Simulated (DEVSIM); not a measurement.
System: abrupt Ge n-p junction, at 400 K.

Layer 1 from the left is Ge, thickness (μm) 1.10, Nd (cm⁻³) 7.4e16, τn (s) 2.8e-6, τp (s) 2.8e-6. Layer 2 from the left is Ge, thickness (μm) 0.750, Na (cm⁻³) 6.3e16, τn (s) 2.8e-6, τp (s) 2.8e-6.

Left contact: ohmic. Right contact: ohmic. Voltage is applied to the left contact. Recombination: SRH at mid-gap, Auger. Mobility is μmin + (μ − μmin)/(1 + (N/Nref)^α).

The device is made up for the run: typed textbook-type constants, with dimensions and the other settings drawn at random. Values at 300 K; Nc and Nv go as T^1.5, mobilities as T to minus their exponent, the gap by Varshni's rule with the affinity fixed.

Ge: gap (eV) 0.664, affinity (eV) 4, permittivity 16, Nc (cm⁻³) 1.04e19, Nv (cm⁻³) 6e18, μn (cm²/Vs) 3900, μp (cm²/Vs) 1900, μn,min 150, μp,min 100, Nref,n 2.6e17, Nref,p 4e17, αn 0.56, αp 0.6, T exponent of μn 1.66, T exponent of μp 2.33, Cn (cm⁶/s) 1e-31, Cp (cm⁶/s) 1e-31, Varshni α (eV/K) 0.000477, Varshni β (K) 235.

Simulated with DEVSIM: 1D drift-diffusion, Boltzmann statistics, complete ionisation; no tunnelling, impact ionisation, image-force lowering or self-heating.

What does the simulation give for the largest field in the device at zero bias, the dark forward voltage at 100 A/cm², the potential step across the device at zero bias?

largest field in the device at zero bias 39000 V/cm; dark forward voltage at 100 A/cm² 0.104 V; potential step across the device at zero bias 0.267 V.
